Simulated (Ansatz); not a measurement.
O on the 1x1 (101) surface of anatase TiO2 (cut with top plane O), one in a 2x1 cell, started at the site 'over Ti at depth 1.4 Å'

Host crystal: anatase TiO2, with a band gap (PBE, scalar-relativistic without spin-orbit coupling).

Method: PBE (plane waves to 420 eV, PAW; Ansatz, a first-principles code).

Model: 37-atom slab, 9.4 Å thick at the start under the adsorbate (thin: gaps and levels are the slab's own), 3x4x1 mesh, Fermi-Dirac 0.01 eV, dipole correction, 14 atoms held, the rest relaxed; no symmetry held; spin-polarised, no spin-orbit, no U, no dispersion correction. The starting moment vanished. At the end it is bonded to O + Ti. In PBE this state lies 0.27 eV over the lowest of the starts that converged ('top O', where the adsorbate paired with a surface O atom).

```yaml
energy of the end state, in which the adsorbate paired with a surface O atom, against ½ O2(g): 114 kJ/mol
gap_of_the_slab_on_its_k_mesh: 2.05 eV
highest_filled_level_below_the_top_vacuum_level: 7.06 eV
change_of_the_step_from_the_bottom_to_the_top_vacuum_level_against_the_clean_slab: 0.078 eV
energy_released_by_relaxation: 1.15 eV
height of the binding atom over the mean of the host atoms within 0.3 Å of the top one: 0.564 Å
magnetic_moment_of_the_cell: 0.00 μB
largest_move_of_a_host_atom: 0.38 Å
cost: around 28 core-minutes (rough)
```

A negative adsorption energy means that the adsorbate is more stable on the surface than in its reference.
